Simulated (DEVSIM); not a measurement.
abrupt GaP p-n junction

Device: abrupt GaP p-n junction, at 250 K.

```
layer (left to right)  material  thickness (μm)  Nd (cm⁻³)  Na (cm⁻³)  τn (s)  τp (s)
---------------------  --------  --------------  ---------  ---------  ------  ------
1                           GaP            5.80          -     3.6e16  1.4e-7  1.4e-7
2                           GaP            1.60     5.4e14          -  1.4e-7  1.4e-7
```

Left contact: ohmic. Right contact: ohmic. Voltage is applied to the left contact. Recombination: SRH at mid-gap, Auger. Mobility is μmin + (μ − μmin)/(1 + (N/Nref)^α).

Constants are typed, rounded textbook-type inputs, not results; the design itself was drawn at random and stands for no fabricated device. Values at 300 K; Nc and Nv go as T^1.5, mobilities as T to minus their exponent, the gap by Varshni's rule with the affinity fixed.

```tsv
parameter	GaP
gap (eV)	2.26
affinity (eV)	3.8
permittivity	11.1
Nc (cm⁻³)	1.8e19
Nv (cm⁻³)	1.9e19
μn (cm²/Vs)	250
μp (cm²/Vs)	150
μn,min	10
μp,min	10
Nref,n	4.4e18
Nref,p	1e18
αn	0.8
αp	0.85
T exponent of μn	1.6
T exponent of μp	1.98
Cn (cm⁶/s)	1e-30
Cp (cm⁶/s)	1e-30
Varshni α (eV/K)	0.00058
Varshni β (K)	372
```

Model (solved in DEVSIM): 1D drift-diffusion, Boltzmann statistics, complete ionisation; no tunnelling, impact ionisation, image-force lowering or self-heating.

| Property | Value |
|---|---|
| Potential step across the device at zero bias | 1.932 V |
| Largest field in the device at zero bias | 19000 V/cm |
| Dark forward voltage at 1 A/cm² | 1.822 V |
| Dark forward voltage at 100 A/cm² | 2.020 V |

Dark forward current:

| V (V) | J (A/cm²) |
|---|---|
| 0.75 | 2.2e-14 |
| 0.85 | 2.3e-13 |
| 0.95 | 2.5e-12 |
| 1.05 | 2.7e-11 |
| 1.10 | 9.0e-11 |
| 1.20 | 1.0e-9 |
| 1.30 | 1.1e-8 |
| 1.40 | 1.4e-7 |
| 1.50 | 2.3e-6 |
| 1.60 | 8.7e-5 |
| 1.70 | 0.0061 |
| 1.75 | 0.054 |
| 1.85 | 2.8 |
| 1.95 | 36 |
| 2.05 | 140 |
| 2.15 | 320 |
| 2.25 | 510 |
| 2.30 | 600 |
| 2.40 | 750 |
| 2.50 | 880 |
| 2.60 | 990 |
| 2.70 | 1100 |
| 2.80 | 1200 |
| 2.90 | 1300 |
| 2.95 | 1300 |
| 3.05 | 1400 |
| 3.15 | 1500 |
| 3.25 | 1500 |
